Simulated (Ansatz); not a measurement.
BN: response to strain

Start from BN in the zinc blende structure (space group F-43m, No. 216).

```
CELL_PARAMETERS angstrom
      0.00000     1.80284     1.80284
      1.80284     0.00000     1.80284
      1.80284     1.80284     0.00000
ATOMIC_POSITIONS crystal
  B  0.00000 0.00000 0.00000
  N  0.25000 0.25000 0.25000
```

Strains are applied to the cell and any free atomic positions relax.

Level of theory: PBEsol, PAW, 420 eV (Ansatz, an electronic-structure program; no spin-orbit coupling).

Candidates:
(a) isotropic strain −2.50 %
(b) isotropic strain +2.00 %
(c) isotropic strain +1.00 %
(d) isotropic strain +2.50 %
(e) isotropic strain −3.00 %

Notes on the quantities. energy relative to the base: free energy F.

Problem. Order them by energy relative to the base, lowest first.

Solution. (c) isotropic strain +1.00 % (+6.2 meV/atom), (b) isotropic strain +2.00 % (+24 meV/atom), (d) isotropic strain +2.50 % (+37 meV/atom), (a) isotropic strain −2.50 % (+42 meV/atom), (e) isotropic strain −3.00 % (+62 meV/atom)

Whether these cells are dynamically stable was not tested.
